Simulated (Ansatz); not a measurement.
Take MgO in the rock salt structure (space group Fm-3m, No. 225) as the base.

```
CELL_PARAMETERS angstrom
      0.00000     2.12687     2.12687
      2.12687     0.00000     2.12687
      2.12687     2.12687     0.00000
ATOMIC_POSITIONS crystal
  Mg 0.00000 0.00000 0.00000
  O  0.50000 0.50000 0.50000
```

Method: PBE (Ansatz, a quantum-chemistry and plane-wave program; PAW; 420 eV plane waves; no spin-orbit coupling).

For the base:

```
Quantity   Result
--------  -------
Band gap  4.46 eV
```

It is then changed as follows: the cell is scaled by 1.0100 in all directions; the atoms relax in the strained cell.

**Question.** Estimate the effect on the band gap and energy relative to the base.

**Answer.** The band gap shrinks by 0.27 eV, from 4.46 eV to 4.19 eV; the energy rises by 3.9 meV/atom.

Whether these cells are dynamically stable was not tested.
